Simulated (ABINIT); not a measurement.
Worked example: self-consistent single point of Mo3Os (Pm-3n, 8 atoms in the cell) in ABINIT.

Computed with PBEsol, PAW (JTH v2.0 PBE PAW, files made for PBE) (plane waves; ABINIT).

```
Mo3Os
1.0
    4.97629     0.00000     0.00000
    0.00000     4.97629     0.00000
    0.00000     0.00000     4.97629
Mo Os
6 2
Direct
  0.25000   0.00000   0.50000
  0.75000   0.00000   0.50000
  0.50000   0.75000   0.00000
  0.50000   0.25000   0.00000
  0.00000   0.50000   0.75000
  0.00000   0.50000   0.25000
  0.00000   0.00000   0.00000
  0.50000   0.50000   0.50000
```

Reference input (self-consistent single point, DFT, LDA (PW92), plane waves, PAW (JTH v2.0 LDA PAW)): pseudos = [Mo.LDA_PW-JTH.xml, Os.LDA_PW-JTH.xml]; ecut = 544 eV; pawecutdg = 1088 eV; pawxcdev = 0; occopt = 7; tsmear = 0.2 eV; ngkpt = 5 5 5; nshiftk = 1; shiftk = 0 0 0; potentials = JTH v2.0 LDA PAW; nband = 63; kptopt = 1. This run's input differs from it in these lines:

```diff
@@ -1,4 +1,4 @@
-# Mo3Os, JTH v2.0 LDA PAW
+# Mo3Os, JTH v2.0 PBE PAW
 pp_dirpath "./"
-pseudos "Mo.LDA_PW-JTH.xml, Os.LDA_PW-JTH.xml"
+pseudos "Mo.GGA_PBE-JTH.xml, Os.GGA_PBE-JTH.xml"
 acell 3*1.0
@@ -24,2 +24,3 @@
 pawxcdev 0
+ixc -116133
 occopt 7
```

Its files differ too (potentials: JTH v2.0 LDA PAW → JTH v2.0 PBE PAW).

Output (repeated stretches shortened):

```
--- !BeginCycle
solver: {iscf: 17, nstep: 100, nline: 4, wfoptalg: 10, }
tolerances: {tolvrs: 1.00E-11, }
...

     iter   Etot(hartree)      deltaE(h)  residm     nres2
 ETOT  1  -442.53527569198    -4.425E+02 7.218E-01 2.991E+01
 ETOT  2  -444.70752314360    -2.172E+00 4.463E-02 8.518E+00
 ETOT  3  -444.71700110252    -9.478E-03 7.184E-03 1.744E+01
 ETOT  4  -444.67053377284     4.647E-02 5.343E-03 8.822E-01
 ETOT  5  -444.67036349598     1.703E-04 1.862E-03 1.416E-01
   [... 5 lines left out ...]
 ETOT 11  -444.67014935196    -4.087E-11 2.665E-04 6.770E-09
 ETOT 12  -444.67014935199    -3.513E-11 4.444E-04 8.171E-10
 ETOT 13  -444.67014935199    -1.478E-12 1.892E-04 2.841E-11
 ETOT 14  -444.67014935199     2.331E-12 3.221E-04 2.547E-12
 At SCF step   14       nres2   =  2.55E-12 < tolvrs=  1.00E-11 =>converged.

 Cartesian components of stress tensor (hartree/bohr^3)
  sigma(1 1)=  1.81307374E-04  sigma(3 2)=  0.00000000E+00
  sigma(2 2)=  1.81307374E-04  sigma(3 1)=  0.00000000E+00
  sigma(3 3)=  1.81307374E-04  sigma(2 1)=  0.00000000E+00

 ----iterations are completed or convergence reached----

 reduced coordinates (array xred) for    8 atoms
       0.250000000003      0.000000000003      0.500000000003
       0.750000000003      0.000000000003      0.500000000003
       0.500000000003      0.750000000003      0.000000000003
       0.500000000003      0.250000000003      0.000000000003
       0.000000000003      0.500000000003      0.750000000003
       0.000000000003      0.500000000003      0.250000000003
   [... lines left out ...]
 Fermi (or HOMO) energy (hartree) =   0.45476   Average Vxc (hartree)=  -0.47539
 Fermi (or HOMO) energy (eV) =  12.37458   Average Vxc (eV)= -12.93612
   [... lines left out ...]
'-kT*entropy'       : -6.73797470280476E-03
total_energy        : -4.44670149522549E+02
total_energy_eV     : -1.21000901297417E+04
...

-Cartesian components of stress tensor (GPa)         [Pressure= -5.3342E+00 GPa]
- sigma(1 1)=  5.33424622E+00  sigma(3 2)=  0.00000000E+00
- sigma(2 2)=  5.33424622E+00  sigma(3 1)=  0.00000000E+00
- sigma(3 3)=  5.33424622E+00  sigma(2 1)=  0.00000000E+00

 Calculation completed.
```

The run converged in 14 iterations. Against the reference run the pressure goes from -10.68 to -5.33 GPa.

The starting cell comes from a database of computed structures (which also holds hypothetical and non-ambient phases and stackings), without a prior relaxation at this level. Spin polarisation is off. The potentials were made for another functional than the one used. With a pressure of about -5 GPa the cell is away from its equilibrium volume at this level.

Cost on one core of a shared machine: roughly 2 min.
